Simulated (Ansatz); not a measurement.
The starting structures come from a database of crystals and need not be the phases stable at ambient conditions.

By PBEsol, the system below comes out a metal.

Without scattering a metal conducts by its projected Fermi surface.

Input:

```yaml
crystal:
  lattice:
    - [6.91508, 0.00000, 0.00000]
    - [-3.45754, 5.98864, 0.00000]
    - [3.45754, 1.99621, 2.82307]
  atoms:
    - { symbol: Si, position: [0.00000, 0.50000, 0.50000] }
    - { symbol: Si, position: [0.00000, 0.00000, 0.00000] }
    - { symbol: Mo, position: [0.50000, 0.50000, 0.75000] }
    - { symbol: Mo, position: [0.50000, 0.50000, 0.25000] }
    - { symbol: Mo, position: [0.75000, 0.00000, 0.75000] }
    - { symbol: Mo, position: [0.25000, 0.00000, 0.25000] }
    - { symbol: Mo, position: [0.25000, 0.75000, 0.75000] }
    - { symbol: Mo, position: [0.75000, 0.25000, 0.25000] }
```

Space group of this cell: Pm-3n, A15 (Cr3Si type). The cell is taken as given; by PBEsol its mean pressure is -4.6 GPa.

The current flows along the normal of the first two printed cell vectors, the (111) plane of the conventional cell. No spin-orbit coupling; the value is a mean over 0.1 eV about the Fermi level.

Problem. Give the ballistic conductance per area that PBEsol run with Ansatz (a first-principles code) yields.

Solution. 0.76 × 10¹⁵ S/m² for both spins.
